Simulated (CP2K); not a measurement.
Input and output of a self-consistent single point for AgCl (Fm-3m, 2 atoms in the cell) (CP2K).

Method: PBE, GPW, DZVP-MOLOPT-SR-GTH basis, GTH-PBE potentials (GTH_POTENTIALS) in CP2K.

```
AgCl
1.0
    3.92444     0.00000     0.00000
    1.96222     3.39867     0.00000
    1.96222     1.13289     3.20429
Ag Cl
1 1
Cartesian
  0.00000   0.00000   0.00000
  3.92444   2.26578   1.60215
```

Reference input (self-consistent single point, DFT PBE, GPW, DZVP-MOLOPT-SR-GTH basis, GTH-PBE potentials (GTH_POTENTIALS)): CUTOFF = 500 Ry; REL_CUTOFF = 50 Ry; SMEAR/METHOD = FERMI_DIRAC; ELECTRONIC_TEMPERATURE = 116.05 K; KPOINTS/SCHEME = MONKHORST-PACK 8 8 8; GAMMA_CENTERED = T; XC_FUNCTIONAL = PBE; Ag/BASIS_SET = DZVP-MOLOPT-SR-GTH-q11; Ag/POTENTIAL = GTH-PBE-q11; Cl/BASIS_SET = DZVP-MOLOPT-SR-GTH-q7; Cl/POTENTIAL = GTH-PBE-q7; METHOD = GPW. This run's input differs from it in these lines:

```diff
@@ -40,3 +40,3 @@
     &KPOINTS
-      SCHEME MONKHORST-PACK 8 8 8
+      SCHEME MONKHORST-PACK 4 4 4
       GAMMA_CENTERED T
```

The program printed (abridged):

```
 SCF WAVEFUNCTION OPTIMIZATION

  Step     Update method      Time    Convergence         Total energy    Change
     1 NoMix/Diag. 0.30E+00      -     2.08409486       -52.0586586203 -5.21E+01
     2 Broy./Diag. 0.30E+00      -     0.02771756       -51.8803897254  1.78E-01
     3 Broy./Diag. 0.30E+00      -     0.07587682       -51.9523208927 -7.19E-02
     4 Broy./Diag. 0.30E+00      -     0.00740287       -52.0268751895 -7.46E-02
     5 Broy./Diag. 0.30E+00      -     0.00197661       -52.0445767450 -1.77E-02
     6 Broy./Diag. 0.30E+00      -     0.00267391       -52.0383075219  6.27E-03
   [... 5 lines left out ...]
    12 Broy./Diag. 0.30E+00      -     0.00000433       -52.0290065436 -1.15E-05
    13 Broy./Diag. 0.30E+00      -     0.00000022       -52.0290131368 -6.59E-06
    14 Broy./Diag. 0.30E+00      -     0.00000020       -52.0290120976  1.04E-06
    15 Broy./Diag. 0.30E+00      -     0.00000002       -52.0290122795 -1.82E-07
  *** SCF run converged in    15 steps ***

  Overlap energy of the core charge distribution:               0.00000000000714
  Self energy of the core charge distribution:                -93.59704815638217
  Core Hamiltonian energy:                                     28.32343977012875
  Hartree energy:                                              22.00583701435341
  Exchange-correlation energy:                                 -8.76124090763085
  Electronic entropic energy:                                  -0.00000000000000
  Fermi energy:                                                 0.14794743486875

  Total energy:                                               -52.02901227952371
  Total energy (extrapolated to T->0):                        -52.02901227952371

                     Mulliken Population Analysis

   [... lines left out ...]

 STRESS| Analytical stress tensor [bar]
 STRESS|                        x                   y                   z
 STRESS|      x        2.36729121410E+04   1.66061047846E+00   1.17422850263E+00
 STRESS|      y        1.66061047846E+00   2.36709057292E+04   8.97450772059E-01
 STRESS|      z        1.17422850263E+00   8.97450772059E-01   2.36720832515E+04
 STRESS| 1/3 Trace                                             2.36719670406E+04
```

The run converged in 15 iterations. Against the reference run the free energy goes up by 7.0 meV/atom, the pressure goes from 2.16 to 2.37 GPa and the gap on the mesh moves little (0.885 to 0.880 eV).

The starting cell has typed, rounded lattice constants, without a prior relaxation at this level. Values carry the incompleteness of an atom-centred basis.
